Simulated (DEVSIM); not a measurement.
System: GaP n-p junction from an implanted or diffused profile, at 300 K.

```
layer (left to right)  material  thickness (μm)  Na (cm⁻³)  τn (s)  τp (s)
---------------------  --------  --------------  ---------  ------  ------
1                           GaP            47.0     1.7e16  2.1e-7  2.1e-7
```

Added donor profile: 5.6e18 cm⁻³ × exp(−(x − 0.13 μm)²/(2·(0.099 μm)²)). Left contact: ohmic. Right contact: ohmic. Voltage is applied to the left contact. Recombination: SRH at mid-gap, radiative. Mobility is μmin + (μ − μmin)/(1 + (N/Nref)^α).

The device is made up for the run: typed textbook-type constants, with dimensions and the other settings drawn at random. Values at 300 K.

```
parameter         GaP
-------------  ------
gap (eV)         2.26
affinity (eV)     3.8
permittivity     11.1
Nc (cm⁻³)      1.8e19
Nv (cm⁻³)      1.9e19
μn (cm²/Vs)       250
μp (cm²/Vs)       150
μn,min             10
μp,min             10
Nref,n         4.4e18
Nref,p           1e18
αn                0.8
αp               0.85
B (cm³/s)       1e-13
```

Model (solved in DEVSIM): 1D drift-diffusion, Boltzmann statistics, complete ionisation; no tunnelling, impact ionisation, image-force lowering or self-heating.

The doping Na of layer 1 was swept, all else fixed.

```json
[
 {"doping Na of layer 1 (cm^-3)": "5.1e14", "potential step across the device at zero bias (V)": "1.935", "dark forward voltage at 100 A/cm² (V)": "2.829", "dark forward voltage at 1 A/cm² (V)": "1.898"},
 {"doping Na of layer 1 (cm^-3)": "1.7e15", "potential step across the device at zero bias (V)": "1.967", "dark forward voltage at 100 A/cm² (V)": "2.541", "dark forward voltage at 1 A/cm² (V)": "1.843"},
 {"doping Na of layer 1 (cm^-3)": "5.1e15", "potential step across the device at zero bias (V)": "1.995", "dark forward voltage at 100 A/cm² (V)": "2.375", "dark forward voltage at 1 A/cm² (V)": "1.829"},
 {"doping Na of layer 1 (cm^-3)": "1.7e16", "potential step across the device at zero bias (V)": "2.026", "dark forward voltage at 100 A/cm² (V)": "(withheld)", "dark forward voltage at 1 A/cm² (V)": "(withheld)"},
 {"doping Na of layer 1 (cm^-3)": "5.1e16", "potential step across the device at zero bias (V)": "2.054", "dark forward voltage at 100 A/cm² (V)": "2.156", "dark forward voltage at 1 A/cm² (V)": "1.859"},
 {"doping Na of layer 1 (cm^-3)": "1.7e17", "potential step across the device at zero bias (V)": "2.084", "dark forward voltage at 100 A/cm² (V)": "2.094", "dark forward voltage at 1 A/cm² (V)": "1.883"},
 {"doping Na of layer 1 (cm^-3)": "5.1e17", "potential step across the device at zero bias (V)": "2.108", "dark forward voltage at 100 A/cm² (V)": "2.069", "dark forward voltage at 1 A/cm² (V)": "1.901"}
]
```

### Question
Some entries are withheld; supply them.

### Answer

- 1.7e16, dark forward voltage at 100 A/cm² (V): 2.243
- 1.7e16, dark forward voltage at 1 A/cm² (V): 1.839
